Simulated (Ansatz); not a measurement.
The starting structures come from a database of crystals and need not be the phases stable at ambient conditions.

 Where the default PAW files enter, the runs use the earlier of Ansatz's two default sets.

Given:

```
KMgH3
1.0
    3.95638     0.00000     0.00000
    0.00000     5.59517     0.00000
    0.00000     2.79759     2.79759
K Mg H
1 1 3
Cartesian
  0.00000   0.00000   0.00000
  1.97819   2.79759   0.00000
  1.97819   4.19638   1.39879
  1.97819   1.39879   1.39879
  0.00000   2.79759   0.00000
```

Space group of this cell: Pm-3m, cubic perovskite. The cell was relaxed by PBE-D3(BJ); by r2SCAN its mean pressure is 1.1 GPa.

Transport runs along the normal of the first two printed cell vectors, the (110) plane of the conventional cell.

The gap is the functional's own, uncorrected, and κ follows it; spin-orbit coupling is left out. Mid-gap values are interpolated between the computed energies.

**Question.** Give the band gap and the smallest decay constant κ at mid-gap that r2SCAN (Ansatz, a program for electronic structure) yields.

**Answer.** Gap 3.31 eV on a 12×12×12 mesh; κ = 0.341 1/Å, at (0.500, 0.000) of the in-plane reciprocal vectors. At the zone centre, at the nearest computed energy, the slowest state has κ = 0.43 1/Å.
